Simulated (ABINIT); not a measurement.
Input and output of a self-consistent single point for IrW (P-6m2, 2 atoms in the cell) (ABINIT).

Level of theory: PBEsol, PAW (JTH v2.0 PBE PAW, files made for PBE) (plane waves; ABINIT).

```xyz
2
Lattice="2.8061 0.0000 0.0000 -1.4030 2.4301 0.0000 0.0000 0.0000 4.4840" Properties=species:S:1:pos:R:3 pbc="T T T"
Ir     0.0000     0.0000     2.2420
W      1.4030     0.8100     0.0000
```

Reference input (self-consistent single point, DFT, LDA (PW92), plane waves, PAW (JTH v2.0 LDA PAW)): pseudos = [Ir.LDA_PW-JTH.xml, W.LDA_PW-JTH.xml]; ecut = 20 Ha; pawecutdg = 40 Ha; pawxcdev = 0; ixc = 7; occopt = 7; tsmear = 0.00499791 Ha; ngkpt = 11 11 6; nshiftk = 1; shiftk = 0 0 0; potentials = JTH v2.0 LDA PAW; nband = 21. This run's input differs from it in these lines:

```diff
@@ -1,4 +1,4 @@
-# IrW, JTH v2.0 LDA PAW
+# IrW, JTH v2.0 PBE PAW
 pp_dirpath "./"
-pseudos "Ir.LDA_PW-JTH.xml, W.LDA_PW-JTH.xml"
+pseudos "Ir.GGA_PBE-JTH.xml, W.GGA_PBE-JTH.xml"
 acell 5.3027231583 5.3027231583 8.4734374565
@@ -18,3 +18,3 @@
 pawxcdev 0
-ixc 7
+ixc -116133
 occopt 7
```

Its files differ too (potentials: JTH v2.0 LDA PAW → JTH v2.0 PBE PAW).

Log, with long lists cut:

```
--- !BeginCycle
solver: {iscf: 17, nstep: 80, nline: 4, wfoptalg: 10, }
tolerances: {tolvrs: 1.00E-10, }
...

     iter   Etot(hartree)      deltaE(h)  residm     nres2
 ETOT  1  -140.29662957731    -1.403E+02 2.220E+01 3.486E+01
 ETOT  2  -146.42131308004    -6.125E+00 3.828E-01 4.551E+01
 ETOT  3  -146.25604096938     1.653E-01 1.800E-01 6.056E+00
 ETOT  4  -146.25398125959     2.060E-03 5.746E-02 4.869E+00
 ETOT  5  -146.23148157268     2.250E-02 2.341E-02 1.763E+00
   [... 7 lines left out ...]
 ETOT 13  -146.22806186444    -6.969E-09 1.466E-04 4.834E-08
 ETOT 14  -146.22806186417     2.657E-10 4.042E-05 2.556E-09
 ETOT 15  -146.22806186420    -2.439E-11 1.406E-04 3.873E-10
 ETOT 16  -146.22806186419     1.734E-12 3.426E-05 3.989E-12
 At SCF step   16       nres2   =  3.99E-12 < tolvrs=  1.00E-10 =>converged.

 Cartesian components of stress tensor (hartree/bohr^3)
  sigma(1 1)=  3.74535620E-04  sigma(3 2)=  0.00000000E+00
  sigma(2 2)=  3.74535618E-04  sigma(3 1)=  0.00000000E+00
  sigma(3 3)=  3.75352758E-04  sigma(2 1)=  8.66696697E-13

 ----iterations are completed or convergence reached----

 reduced coordinates (array xred) for    2 atoms
       0.000000000000      0.000000000000      0.500000000000
       0.666666666667      0.333333333333      0.000000000000
 cartesian forces (eV/Angstrom) at end:
    1     -0.00000000000000    -0.00000000000000    -0.00000000000000
    2      0.00000000000000     0.00000000000000    -0.00000000000000
 frms,max,avg= 1.7407581E-27 2.6111372E-27   0.000E+00  0.000E+00  0.000E+00 e/A
   [... lines left out ...]
 Fermi (or HOMO) energy (hartree) =   0.42555   Average Vxc (hartree)=  -0.48728
 Fermi (or HOMO) energy (eV) =  11.57987   Average Vxc (eV)= -13.25954
   [... lines left out ...]
'-kT*entropy'       : -5.23935459343370E-04
total_energy        : -1.46228063391915E+02
total_energy_eV     : -3.97906796406181E+03
...

-Cartesian components of stress tensor (GPa)         [Pressure= -1.1027E+01 GPa]
- sigma(1 1)=  1.10192165E+01  sigma(3 2)=  0.00000000E+00
- sigma(2 2)=  1.10192165E+01  sigma(3 1)=  0.00000000E+00
- sigma(3 3)=  1.10432576E+01  sigma(2 1)=  2.54990929E-08

 Calculation completed.
```

The run converged in 16 iterations. Against the reference run the pressure goes from -17.41 to -11.03 GPa.

The starting cell comes from a database of computed structures (which also holds hypothetical and non-ambient phases and stackings), without a prior relaxation at this level. Spin polarisation is off. The potentials were made for another functional than the one used. With a pressure of about -11 GPa the cell is away from its equilibrium volume at this level.

Cost on one core of a shared machine: roughly 70 s.
